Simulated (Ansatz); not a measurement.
Results of BLYP (plane waves, PAW; Ansatz, an electronic-structure program) for stishovite (SiO2).

Run with plane-wave cutoff 520 eV, 8×8×12 k mesh (along the axes of the cell as run), Fermi–Dirac smearing 0.01 eV, scalar-relativistic PAW data made under PBE.

Computed at the level's own relaxed cell.

```
O2Si
1.0
    4.26899     0.00000     0.00000
    0.00000     4.26899     0.00000
    0.00000     0.00000     2.70186
Si O
2 4
Cartesian
  0.00000   0.00000   0.00000
  2.13450   2.13450   1.35093
  1.31472   1.31472   0.00000
  3.44921   0.81978   1.35093
  0.81978   3.44921   1.35093
  2.95427   2.95427   0.00000
```

List the 20 lowest band energies at Γ above −25 eV (eV, relative to the valence band maximum), grouping those that round alike.

At Γ: -21.86, -18.52 (×2), -18.42, -10.29, -6.01 (×2), -5.64, -5.04, -4.81, -2.93 (×2), -2.49, -0.83 (×2), 0.00, 4.91, 6.76, 8.47 (×2).
